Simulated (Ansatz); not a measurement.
# PBE against r2SCAN: SiO2

The parent structure is SiO$_{2}$ (space group P3_121, No. 152; a = 5.0221 Å, c = 5.5103 Å).

(Cell as relaxed with PBE.)

Levels (all Ansatz, a quantum-chemistry and plane-wave program, PAW): PBE (420 eV, spin-orbit coupling left out); r2SCAN (500 eV, without spin-orbit coupling).

Each level relaxes its own structure.

| quantity | PBE | r2SCAN |
|---|---|---|
| volume per atom | 13.37 Å³ | 12.62 Å³ |
| lattice parameter a | 5.022 Å | 4.921 Å |
| lattice parameter c | 5.510 Å | 5.417 Å |
| band gap | 5.68 eV | 6.60 eV |
| gap character | indirect, K → Γ | indirect, K → Γ |
| electron mass | 0.51 mₑ | 0.49 mₑ |

PBE's volume per atom lies 0.75 Å³ above r2SCAN's (5.9 %); PBE's lattice parameter a lies 0.101 Å above r2SCAN's (2.0 %); PBE's lattice parameter c lies 0.093 Å above r2SCAN's (1.7 %); PBE's band gap lies 0.92 eV below r2SCAN's; the two agree on the gap character. Neither level is exact; r2SCAN is the comparison here, not a measurement.

Effective masses come from finite differences of ±0.01 Å⁻¹. No phonon test of stability was made.
